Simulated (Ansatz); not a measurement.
Terminations of the (111) surface of germanium (Ge plane on top), measured from the surface 'H on every top atom'. Atoms come from or go to: Ag: fcc Ag, B: alpha boron, Bi: rhombohedral Bi, Ga: alpha gallium, Ge: germanium, H: ½ H2(g), In: tetragonal indium, N: ½ N2(g), Si: silicon, Sn: beta tin. ΔE is the energy of forming the row's surface from that one (negative: more stable at these reservoirs); the vacuum level's shift is aligned on the shared bottom. No zero-point or thermal terms. These are constructed structures in small cells; real faces may alloy, dewet or reconstruct in larger ones, and not all known structures of the face are among them. Slabs of about 13 Å, Fermi-Dirac smearing of 0.025 eV. Bottom of the slabs: H caps. Relaxed from the named starts with such symmetry as they have, on meshes of like density; energies extrapolated to zero smearing; spin only where a row says so; no spin-orbit coupling, no U. Brackets mark spin-polarised runs, whose order is one that fits the cell. Where a second, spin-polarised start was run, the lower counts. A dash marks a value that is undefined for that row (no clear gap, or no work function of a gapped slab) or was not read reliably on its mesh.

The numbers are results of PBE (plane waves to 420 eV, PAW; Ansatz, an electronic-structure program), not measurements.

| surface | atoms added per 1x1 | ΔE per 1x1 (eV) | shift of the vacuum level (eV) | work function (eV) |
|---|---|---|---|---|
| NH2 on every top atom | +1 H, +1 N | -0.72 | -0.31 | – |
| (√3x√3)R30° Si adatom at H3 [spin start, no net moment] | -1 H, +0.333 Si | 0.80 | 0.08 | 4.44 |
| (√3x√3)R30° Ga adatom at H3 | +0.333 Ga, -1 H | 0.47 | -0.20 | 4.16 |
| full Bi adlayer on top sites [spin start, no net moment] | +1 Bi, -1 H | 0.34 | -0.26 | 4.10 |
| (√3x√3)R30° Ag adatom at H3 | +0.333 Ag, -1 H | 0.83 | 0.05 | 4.52 |
| (√3x√3)R30° In adatom at H3 | -1 H, +0.333 In | ___ | -0.45 | 3.89 |
| 2x2 Ge vacancy | -0.25 Ge, -1 H | 0.68 | 0.47 | 4.90 |
| (√3x√3)R30° B adatom at H3 | +0.333 B, -1 H | ___ | 0.43 | 4.94 |
| (√3x√3)R30° Sn adatom at H3 [spin start, no net moment] | -1 H, +0.333 Sn | 0.49 | -0.36 | 4.02 |
| 2x2 Ge adatom at H3 | +0.25 Ge, -1 H | 0.58 | -0.06 | – |
| (√3x√3)R30° In adatom at T4 | -1 H, +0.333 In | ___ | -0.35 | 3.97 |
| full Ge adlayer on top sites [spin start, no net moment] | +1 Ge, -1 H | ___ | 0.44 | – |

### Question
Complete the blanks.

### Answer

- (√3x√3)R30° In adatom at H3, ΔE per 1x1 (eV): 0.41
- (√3x√3)R30° B adatom at H3, ΔE per 1x1 (eV): 1.40
- (√3x√3)R30° In adatom at T4, ΔE per 1x1 (eV): 0.39
- full Ge adlayer on top sites [spin start, no net moment], ΔE per 1x1 (eV): 1.39
